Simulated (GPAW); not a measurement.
# Convergence study of the plane-wave cutoff for BiSb (R3m, 2 atoms in the cell)

```
CELL_PARAMETERS angstrom
      2.21516     1.27893     3.95527
     -2.21516     1.27893     3.95527
      0.00000    -2.55785     3.95527
ATOMIC_POSITIONS crystal
  Sb 0.77224 0.77224 0.77224
  Bi 0.23196 0.23196 0.23196
```

Level of theory: PBEsol, GPAW PAW datasets PBEsol (made by gpaw-setup) (plane waves; GPAW).

Base settings: mode = pw; ecut = 550 eV; xc = PBEsol; kpts = 3 3 3; mesh shift (steps) = 0 0 0; occupations.name = fermi-dirac; occupations.width = 0.1 eV; nbands = -4; convergence.forces = 0.001 eV/Å; convergence.bands = -2.

The second cell is the first with its lattice scaled by 0.98.

The mesh stays at the base's, so the ladder's end is converged at best in this setting alone.

Only quantities that move along the ladder and can be compared are tabulated.

The count of work is k-points × plane waves × bands × iterations; it is no time. 

The starting cell comes from a database of computed structures (which also holds hypothetical and non-ambient phases and stackings), without a prior relaxation at this level. Its lattice was rescaled by up to half a per cent. One atom was moved a little off its site on purpose.

Steps (ecut): 190 eV; 220 eV; 250 eV; 275 eV; 300 eV; 330 eV; 385 eV; 440 eV; 495 eV; 550 eV; 605 eV; 660 eV; 740 eV; 825 eV; 960 eV; 1100 eV; 1320 eV.

**Question.** What is the coarsest ecut that holds the energy of the compressed cell less the first within 1 meV/atom of the last step, with all finer ones?

**Answer.** 385 eV, at 0.14 of the last step's count of work; the step before is off by 3.3 meV/atom.

**Question.** What is the coarsest ecut that holds the pressure within 0.2 GPa of the last step, with all finer ones?

**Answer.** 550 eV, at 0.36 of the last step's count of work; the step before is off by 0.35 GPa.

**Question.** What is the coarsest ecut that holds the forces within 0.02 eV/Å of the last step, with all finer ones?

**Answer.** 220 eV, at 0.069 of the last step's count of work; the step before is off by 0.073 eV/Å.

```tsv
ecut	free energy less the last step's (meV/atom)	energy of the compressed cell less the first (meV/atom)	pressure (GPa)	largest difference of a force vector from the last step's (eV/Å)	count of work / last
190 eV	1472.30	5.11	-7.13	0.073	0.039
220 eV	1290.64	15.95	-4.32	0.003	0.069
250 eV	1068.19	14.71	-7.68	0.009	0.087
275 eV	831.59	8.62	-9.13	0.006	0.13
300 eV	590.83	5.65	-8.83	0.006	0.11
330 eV	363.60	12.04	-7.15	0.003	0.15
385 eV	124.58	15.66	-3.71	0.011	0.14
440 eV	34.54	15.36	-1.65	0.002	0.29
495 eV	8.78	15.36	-0.82	0.001	0.24
550 eV	2.66	15.23	-0.57	0.003	0.36
605 eV	1.22	15.35	-0.51	0.002	0.37
660 eV	0.77	15.33	-0.49	0.001	0.46
740 eV	0.35	15.33	-0.47	0.011	0.44
825 eV	0.11	15.33	-0.49	0.005	0.61
960 eV	0.00	15.32	-0.48	0.001	0.89
1100 eV	0.00	15.31	-0.48	0.001	0.80
1320 eV	0.00	15.32	-0.48	0.000	1.0
```

The energy difference between the two cells stays within 1 meV/atom of the last step's from 385 eV on, the total only from 660 eV on: much of the error is common to both cells and cancels.

At the lowest cutoff the pressure lies 6.7 GPa under the last step's, the usual sign of Pulay stress in an incomplete plane-wave basis.
